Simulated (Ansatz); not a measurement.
Band structure of LaBi2ClO4 (P4/mmm, 8 atoms in the cell).

```xyz
8
Lattice="3.9889 0.0000 0.0000 0.0000 3.9889 0.0000 0.0000 0.0000 9.3332" Properties=species:S:1:pos:R:3 pbc="T T T"
La     0.0000     0.0000     0.0000
Bi     1.9945     1.9945     2.5982
Bi     1.9945     1.9945     6.7350
Cl     0.0000     0.0000     4.6666
O      0.0000     1.9945     1.5088
O      0.0000     1.9945     7.8244
O      1.9945     0.0000     1.5088
O      1.9945     0.0000     7.8244
```

Method: LDA (PW92), default PAW files made with PBE (plane waves; Ansatz, a program for electronic structure).

Settings: kpoints.mp_grid.grid = 6 6 3; hamiltonian.xc = lda; hamiltonian.pseudopotentials = {kind: paw} (the program's default PAW files); scf.occupations.method = fermi_dirac; scf.occupations.width = 0.02 eV; kpoints.band_path.npoints = 8.

The starting cell comes from a database of computed structures (which also holds hypothetical and non-ambient phases and stackings), without a prior relaxation at this level. Spin-orbit coupling is off.

Question: Predict the gap along the standard path and the places of the band edges.

Answer: The gap along the path is 1.21 eV, from R to Γ; the smallest direct gap on it is 1.55 eV.

Levels in eV from the top of the valence band on the path, bands 33 to 40:
```
point     33     34     35     36    37    38    39    40
-----  -----  -----  -----  -----  ----  ----  ----  ----
Γ      -0.90  -0.36  -0.34  -0.34  1.21  3.44  5.36  5.36
X      -0.67  -0.50  -0.30  -0.22  3.23  4.34  5.07  5.10
M      -0.62  -0.54  -0.36  -0.15  3.88  3.98  3.98  4.91
Z      -0.90  -0.50  -0.36  -0.36  1.51  3.00  5.30  5.30
R      -0.76  -0.51  -0.49   0.00  3.78  4.56  4.63  4.63
A      -0.62  -0.54  -0.36  -0.15  4.03  4.03  4.61  4.78
```

Keys are those of Ansatz 0.2.
